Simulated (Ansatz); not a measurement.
## SnO2: pressure series

Base system: SnO$_{2}$ in the rutile structure (space group P4_2/mnm, No. 136; a = 4.828 Å, c = 3.238 Å).

Cell and atoms are relaxed at each pressure.

All numbers come from PBE in Ansatz (plane waves to 420 eV, PAW, no spin-orbit coupling), earlier PAW set.

| pressure (GPa) | volume per atom (Å³/atom) |
|---|---|
| -2 | 12.734 |
| 0 | 12.577 |
| 1.8 | 12.446 |
| 4.2 | 12.285 |
| 9 | 11.996 |
| 18 | 11.545 |
| 30 | ? |
| 45 | 10.582 |
| 60 | 10.188 |

**Question.** Fit the third-order Birch–Murnaghan form P(V) = (3B₀/2)[(V₀/V)^(7/3) − (V₀/V)^(5/3)]·[1 + (3/4)(B₀′ − 4)((V₀/V)^(2/3) − 1)] (squares taken in P) to the rows shown and predict the withheld row.

**Answer.** Least squares on the printed values gives V₀ = 12.576 Å³/atom, B₀ = 171 GPa, B₀′ = 4.8; this predicts 11.060 Å³/atom, and the run gives 11.063 Å³/atom, 0.003 higher.

Measured bulk modulus of SnO2: 212 GPa (temperature not stated; as listed in Cormac Toher et al., Physical Review Materials (2017)); the computed value is for a static lattice, so the two differ by thermal effects too.

Load acts through the strain it causes; cell and atoms are relaxed under it. Whether these cells are dynamically stable was not tested. Competing high-pressure phases were not computed.

Ansatz is a program for electronic structure.
